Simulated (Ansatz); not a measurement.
# BaTiO3: response to strain

Take BaTiO3 in the cubic perovskite structure (space group Pm-3m, No. 221; a = 3.994 Å) as the base. Axes: x, y, z lie along the cube axes.

Strains are applied to the cell and any free atomic positions relax; under biaxial strain the out-of-plane vector relaxes too.

Level of theory: r2SCAN in Ansatz (plane waves to 500 eV, PAW, no spin-orbit coupling), earlier PAW set.

Notes on the quantities. pressure: mean of the normal stresses, compression positive.

| change | band gap | shortest interatomic distance | space group | pressure | gap character |
|---|---|---|---|---|---|
| base | 2.18 eV | 1.997 Å | Pm-3m (No. 221) | 0.00 GPa | indirect, R → Γ |
| biaxial strain +2.83 %, plane normal [110], relaxed out of plane | 1.93 eV | [?] | Cmmm (No. 65) | -6.52 GPa | indirect, T → Γ |
| isotropic strain −3.00 % | 2.39 eV | 1.937 Å | Pm-3m (No. 221) | [?] | direct at Γ |
| isotropic strain −2.92 % | 2.38 eV | 1.939 Å | Pm-3m (No. 221) | [?] | direct at Γ |
| isotropic strain −0.60 % | 2.22 eV | 1.985 Å | Pm-3m (No. 221) | 3.40 GPa | indirect, R → Γ |
| uniaxial strain ε_xx = +4.16 % | 2.00 eV | 1.997 Å | P4/mmm (No. 123) | -6.36 GPa | indirect, A → Γ |
| uniaxial strain ε_yy = +1.08 % | 2.13 eV | 1.997 Å | P4/mmm (No. 123) | -1.87 GPa | indirect, A → Γ |
| uniaxial strain ε_zz = +0.96 % | 2.13 eV | 1.997 Å | P4/mmm (No. 123) | -1.67 GPa | indirect, A → Γ |

Q: Complete the table.

A: 
- biaxial strain +2.83 %, plane normal [110], relaxed out of plane, shortest interatomic distance: 2.011 Å
- isotropic strain −3.00 %, pressure: 20.24 GPa
- isotropic strain −2.92 %, pressure: 19.58 GPa

Whether these cells are dynamically stable was not tested. The final runs are not spin-polarised. Many cubic perovskites are stable only at high temperature; tilts and polar distortions were not tested. This is not the structure that BaTiO3 has at room temperature and ambient pressure. Labels are those of the standard path for the cell's own space group.

Ansatz is a first-principles code.
